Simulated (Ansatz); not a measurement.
The parent structure is CdSe in the zinc blende structure (space group F-43m, No. 216; a = 6.082 Å). Axes: x, y, z lie along the cube axes.

All numbers come from PBEsol, PAW, 420 eV (Ansatz, a quantum-chemistry and plane-wave program; spin-orbit coupling left out).

For the base:

```
Item                    Result
-------------  ---------------
Gap character      direct at Γ
Electron mass  0.049 mₑ (at Γ)
```

Now apply this change: biaxial strain −2.08 %, plane normal [111], relaxed out of plane (Cartesian); in-plane vectors clamped, the third vector and the atoms free.

Task: What does the calculation give for the gap character after the change?

Result: The gap character is still direct at Γ.

Task: How does this affect the out-of-plane strain?

Result: The out-of-plane strain amounts to +1.91 %.

Task: Estimate the effect on the electron mass.

Result: The electron mass goes from 0.049 mₑ (at Γ) to 0.056 mₑ out of plane, 0.049 mₑ in plane (at Γ).

Effective masses come from finite differences of ±0.01 Å⁻¹. Whether these cells are dynamically stable was not tested. Labels are those of the standard path for the cell's own space group.
